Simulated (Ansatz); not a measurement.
Base system: CoSi (space group P2_13, No. 198; a = 4.3831 Å; non-magnetic).

The values are results of r2SCAN in Ansatz (plane waves to 500 eV, PAW, without spin-orbit coupling), not measurements.

For the base:

| Quantity | Value |
|---|---|
| Lattice parameter a | 4.383 Å |

One thing is altered: a hydrostatic pressure of 45 GPa.

Question: Estimate the effect on the lattice parameter a.

Answer: The lattice parameter a drops by 0.192 Å (4.383 Å → 4.191 Å).

Load acts through the strain it causes; cell and atoms are relaxed under it. Whether these cells are dynamically stable was not tested. Competing high-pressure phases were not computed. Seeded moments were not kept for the base. All final runs are without spin polarisation.

Ansatz is a quantum-chemistry and plane-wave program.
